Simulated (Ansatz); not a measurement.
**SnTe: tensor shear ε_xy = +0.57 %**

The parent structure is SnTe in the rock salt structure (space group Fm-3m, No. 225; a = 6.3697 Å). Axes: x, y, z lie along the cube axes.

The change: a pure shear with ε_xy = ε_yx = 0.0057, atoms relaxed at fixed cell.

All numbers come from r2SCAN (Ansatz, a first-principles code), no spin-orbit coupling. Γ-centred 13×13×13 mesh, Fermi–Dirac width 0.05 eV.

```csv
quantity,base,changed,shift
volume per atom,32.30 Å³,32.30 Å³,0.00 Å³
shortest interatomic distance,3.185 Å,3.185 Å,0.000 Å
energy relative to the base (free energy F),0 meV/atom,+0.2 meV/atom,+0.2 meV/atom
"pressure (mean of the normal stresses, compression positive)",0.00 GPa,0.00 GPa,0.00 GPa
band gap,0.13 eV,0.06 eV,-0.07 eV
gap character,–,"indirect, S → R",–
smallest direct gap,0.13 eV,0.13 eV,-0.007 eV
"valley order (the lowest conduction-band minima on the path, energy above the VBM, named in the base's zone)","L along ⟨111⟩ 0.13 eV; a point along ⟨110⟩, about 0.6 Å⁻¹ from Γ 0.63 eV; a point along ⟨100⟩, about 0.3 Å⁻¹ from Γ 1.00 eV","L along [1-11] 0.06 eV; L along [111] 0.13 eV; a point along [1-10], about 0.6 Å⁻¹ from Γ 0.55 eV; a point along [110], about 0.6 Å⁻¹ from Γ 0.64 eV",–
"stress (xx, yy, zz, yz, xz, xy; compression positive)",–,"(0.00, 0.00, 0.00, 0.00, 0.00, -0.21) GPa",–
```

Final structure:

```yaml
crystal:
  lattice:
    - [0.01815, 3.18483, 3.18483]
    - [3.18483, 0.01815, 3.18483]
    - [3.20298, 3.20298, 0.00000]
  atoms:
    - { symbol: Sn, position: [0.00000, 0.00000, 0.00000] }
    - { symbol: Te, position: [0.50000, 0.50000, 0.50000] }
```

Cost of the whole job for the changed cell (relaxation, final SCF and bands): about 60 core-seconds (a rough figure).

Spin-orbit coupling, missing from the scalar runs, can matter with Te. The cells carry an imposed strain or load. No phonon test of stability was made. A zero or small gap of SnTe can be the functional's error rather than a property of the material. Labels are those of the standard path for the cell's own space group.
